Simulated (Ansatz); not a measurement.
**W, response to strain**

Consider W in the bcc (W type) structure (space group Im-3m, No. 229; a = 3.169 Å; relaxed with 0.1 eV smearing). Axes: x, y, z lie along the cube axes.

Strains are applied to the cell and any free atomic positions relax; under biaxial strain the out-of-plane vector relaxes too; under stress the whole cell relaxes.

The values are results of Ansatz (a program for electronic structure), r2SCAN, PAW, cutoff 500 eV, without spin-orbit coupling, earlier PAW set, not measurements.

Notes on the quantities. pressure: mean of the normal stresses, compression positive; energy relative to the base: free energy F.

```tsv
change	volume per atom	pressure	energy relative to the base
base	15.92 Å³	0.0 GPa	0 meV/atom
biaxial strain −1.75 %, plane normal [001], relaxed out of plane	15.58 Å³	7.3 GPa	+19 meV/atom
biaxial strain −0.43 %, plane normal [001], relaxed out of plane	15.83 Å³	___	+1.1 meV/atom
biaxial strain −2.72 %, plane normal [111], relaxed out of plane	15.46 Å³	10.7 GPa	+42 meV/atom
isotropic strain −2.19 %	14.90 Å³	24.3 GPa	+73 meV/atom
isotropic strain −0.74 %	15.57 Å³	7.5 GPa	+8.0 meV/atom
isotropic strain −0.70 %	15.59 Å³	___	___
uniaxial strain ε_yy = −5.87 %	14.98 Å³	22.5 GPa	+107 meV/atom
uniaxial stress, 8 GPa compression along z	15.79 Å³	–	___
tensor shear ε_xz = +0.39 %	15.92 Å³	0.0 GPa	+0.5 meV/atom
```

**Question.** Some entries are withheld; estimate them.

**Answer.** 
- biaxial strain −0.43 %, plane normal [001], relaxed out of plane, pressure: 1.7 GPa
- isotropic strain −0.70 %, pressure: 7.0 GPa
- isotropic strain −0.70 %, energy relative to the base: +7.2 meV/atom
- uniaxial stress, 8 GPa compression along z, energy relative to the base: +6.9 meV/atom

Beyond what the load breaks, stability against distortions was not tested. The final runs are not spin-polarised.
